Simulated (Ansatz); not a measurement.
# PbSe under a change: biaxial strain −3.89 %, plane normal [111], relaxed out of plane

Base system: PbSe in the rock salt structure (space group Fm-3m, No. 225; a = 6.178 Å). Axes: x, y, z lie along the cube axes.

One thing is altered: compressive biaxial strain of 3.89 % in the plane normal to [111], as in epitaxy on a mismatched substrate; the out-of-plane cell vector and the atoms relax.

Computed with r2SCAN (Ansatz, a program for electronic structure), spin-orbit coupling left out, earlier PAW set. Γ-centred 9×9×9 mesh, Fermi–Dirac width 0.05 eV.

| quantity | base | changed | shift |
|---|---|---|---|
| volume per atom | 29.47 Å³ | 28.31 Å³ | -1.16 Å³ |
| space group | Fm-3m (No. 225) | R-3m (No. 166) | – |
| shortest interatomic distance | 3.089 Å | 3.052 Å | -0.037 Å |
| energy relative to the base (free energy F) | 0 meV/atom | +22 meV/atom | +22 meV/atom |
| pressure (mean of the normal stresses, compression positive) | 0.0 GPa | 2.1 GPa | +2.1 GPa |
| band gap | 0.67 eV | zero | – |
| out-of-plane strain (rough) | – | +4.00 % | – |
| mean in-plane stress (compression positive) (rough) | – | +3.2 GPa | – |

Final structure (turned so that z lies along the plane normal):

```
PbSe
1.0
    4.19837     0.00000     0.00000
    2.09918     3.63589     0.00000
    2.09918    -1.21196     3.70945
Se Pb
1 1
Direct
  0.00000   0.00000   0.00000
  0.00000   0.50000   0.50000
```

A case with no gap was solved on a k-mesh chosen for an insulator, which is coarse for it. Without a gap, meshes like the base's 9×9×9 leave anisotropic stresses uncertain by several tenths of a GPa, and small strain energies with them. With Pb present, leaving out spin-orbit coupling can change the band edges. Stability against distortions was not tested. All final runs are without spin polarisation. A zero or small gap of PbSe under biaxial strain −3.89 %, plane normal [111], relaxed out of plane can be the functional's error rather than a property of the material.
